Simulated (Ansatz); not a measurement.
Cell and atoms of amorphous Zr20O41Sr:

```xyz
62
Lattice="9.3961 -0.3344 -0.0020 -0.3344 9.3309 0.1637 -0.0020 0.1637 9.2003" Properties=species:S:1:pos:R:3 pbc="T T T"
Zr     8.6058     6.6986     0.8229
Zr     3.7987     0.2163     7.7103
Zr     2.1886     2.2873     3.8817
Zr     0.4517     0.4992     7.5215
Zr     1.7780     8.0616     4.9048
Zr     5.4970     4.1753     5.5922
Zr     2.1704     3.6265     6.8596
Zr     8.2222     5.5017     7.1116
Zr     3.3903     5.7479     2.9812
Zr     6.3413     4.0407     2.2723
Zr     0.0074     5.5059     4.0132
Zr     8.0014     8.6463     3.9831
Zr     3.3425     2.6098     0.5922
Zr     1.8193     8.7967     1.8967
Zr     6.3561     8.2346     6.8919
Zr     8.5190     2.3512     5.4165
Zr     4.9981     5.6888     8.5812
Zr     6.7680     2.2242     8.3883
Zr     5.5078     0.8483     4.2361
Zr     5.4844     8.1708     1.1337
O      6.5666     6.2966     0.4725
O      2.2279     1.6816     8.0288
O      0.4312     8.7572     0.3698
O      9.0941     6.9670     5.0486
O      4.6981     2.0512     8.3644
O      0.7085     9.3476     3.7190
O      6.5143     2.3373     6.1109
O      5.6546     2.8480     3.7110
O      4.1179     6.4952     1.2574
O      2.7400     3.8582     2.4920
O      0.3534     3.4896     3.7642
O      4.5973     7.6739     8.1337
O      5.5927     0.2149     2.3715
O      7.8556     1.2601     3.8163
O      4.0280     4.7713     7.0218
O      6.6500     4.2591     7.8101
O      1.9962     5.9930     4.6014
O      0.4437     4.6133     6.3538
O      8.4311     0.1201     6.0278
O      5.1577     5.3262     3.7984
O      7.6765     4.4392     5.1144
O      3.4321     0.7503     4.2858
O      4.8836     3.9925     0.8709
O      3.4103     3.3289     5.1995
O      3.4243     9.1076     0.7018
O      7.4891     7.9807     2.1553
O      2.0181     1.5722     1.7969
O      1.1288     2.0213     5.7499
O      0.7972     6.8604     2.2576
O      6.2231     6.2406     6.5893
O      8.7862     1.9500     7.8746
O      6.6931     0.1099     8.6445
O      9.0730     5.2358     8.9028
O      2.2546     4.0984     8.8796
O      6.2093     8.2966     4.8075
O      8.2885     7.5063     7.8153
O      5.1072     0.2048     6.2377
O      1.8137     8.6994     6.8503
O      3.0428     7.8360     3.2836
O      7.2113     2.6481     1.0655
O      8.1293     5.0207     2.3666
Sr     0.1744     3.4649     1.0995
```

Computed with PBE, scalar-relativistic without spin-orbit coupling (plane waves to 420 eV, PAW; Ansatz, a first-principles code).

The cell was made by melting and quenching with the CHGNet potential and then relaxed with DFT. O atoms were pushed apart under 1.9 Å during the dynamics, to hinder bonds among them. The hot cell started wider than the set density and was brought back towards it in steps. It is the lowest in DFT energy of 2 quenches. It is a model cell: composition and starting density were chosen by hand, and all elements were melted together. No dispersion term was used. Its density started from a set value of 5.29 and ended at 5.30 g/cm³. Cooling (nominally 450 K/ps over its main leg) ran many orders faster than in experiment, which tends to leave more defects and strain. Values belong to this one cell and scatter from quench to quench. The volume was held where the preparation left it and the shape relaxed, at a PBE pressure of 0.3 GPa.

Cut-offs for bonds: Zr-Zr 3.41 Å, Zr-O 2.72 Å, Zr-Sr 3.80 Å, O-O 1.58 Å, O-Sr 3.13 Å, Sr-Sr 4.18 Å. Two cations that share two anions don't count as bonded, nor two that share one unless they lie closer than Zr-Zr 3.32 Å, Zr-Sr 3.69 Å, Sr-Sr 4.07 Å.

Q: Give the coordination numbers, mean bond lengths and angles.

A: 
```json
{
  "Mean coordination of Zr by anions": "6.55 (2 with 5, 7 with 6, 9 with 7, 2 with 8)",
  "Mean coordination of O": "3.39 (1 with 2, 23 with 3, 17 with 4)",
  "Mean coordination of Sr by anions": "8.00 (1 with 8)",
  "Mean Zr-O bond": "2.179 Å (spread 0.146 Å, 131 counted)",
  "Mean O-Sr bond": "2.667 Å (spread 0.179 Å, 8 counted)",
  "Bond angle at Zr": "mean 101.7°, spread 29.2°",
  "Bond angle at O": "mean 111.5°, spread 17.1°",
  "Bond angle at Sr": "mean 99.5°, spread 31.6°"
}
```

Q: List the pairs of like atoms that count as bonded by the rules above.

A: There are none by these rules.
